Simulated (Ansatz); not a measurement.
The starting structures come from a database of crystals and need not be the phases stable at ambient conditions.

Tunnelling through a barrier is set by its complex band structure: the current falls as exp(−2κd) with the smallest κ.

Here is the system:

```yaml
crystal:
  lattice:
    - [4.63760, 0.00000, 0.00000]
    - [-1.79588, 5.73211, 0.00000]
    - [-2.27096, 1.13398, 3.96359]
  atoms:
    - { symbol: Li, position: [0.25642, 0.66196, 0.13277] }
    - { symbol: Li, position: [0.74358, 0.33804, 0.86723] }
    - { symbol: Be, position: [0.64408, 0.84588, 0.72600] }
    - { symbol: Be, position: [0.35592, 0.15412, 0.27400] }
    - { symbol: B, position: [0.92947, 0.77222, 0.40059] }
    - { symbol: B, position: [0.07053, 0.22778, 0.59941] }
    - { symbol: O, position: [0.67222, 0.76134, 0.09771] }
    - { symbol: O, position: [0.32778, 0.23866, 0.90229] }
    - { symbol: O, position: [0.87344, 0.70880, 0.68715] }
    - { symbol: O, position: [0.12656, 0.29120, 0.31285] }
    - { symbol: O, position: [0.25694, 0.84551, 0.42185] }
    - { symbol: O, position: [0.74306, 0.15449, 0.57815] }
```

Space group of this cell: P-1. The cell is taken as given; by r2SCAN its mean pressure is -4.3 GPa.

Transport runs along the normal of the first two printed cell vectors.

No gap correction and no spin-orbit coupling; mid-gap values are interpolated between computed energies.

Compute, with Ansatz (an electronic-structure program) with r2SCAN, the band gap and the smallest decay constant κ at mid-gap.

Gap 6.68 eV on a 8×6×8 mesh; κ = 0.532 1/Å, at the zone centre.
